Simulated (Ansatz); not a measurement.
The starting structures come from a database of crystals and need not be the phases stable at ambient conditions.

By PBEsol, the system below comes out a metal.

Data:

```
Al3Y
1.0
    6.20224     0.00000     0.00000
   -3.10112     5.37130     0.00000
    3.10112     1.79043     6.98782
Y Al
3 9
Cartesian
  3.10112   1.79043   2.43393
  3.10112   5.37130   4.55389
  0.00000   0.00000   0.00000
  4.85750   2.80448   4.67597
  1.34474   4.35725   2.31185
  1.34474   2.80448   4.67597
  4.85750   4.35725   2.31185
  0.00000   5.13364   4.67597
  6.20224   2.02809   2.31185
 -1.55056   2.68565   0.00000
  1.55056   2.68565   0.00000
  3.10112   0.00000   0.00000
```

Space group of this cell: R-3m. The cell is taken as given; by PBEsol its mean pressure is -1.2 GPa.

The current flows along the normal of the first two printed cell vectors, the (001) plane of the conventional cell. No spin-orbit coupling; the value is a mean over 0.1 eV about the Fermi level.

**Question.** Give the ballistic conductance per area that PBEsol run with Ansatz (a program for electronic structure) yields.

**Answer.** 0.41 × 10¹⁵ S/m² for both spins.
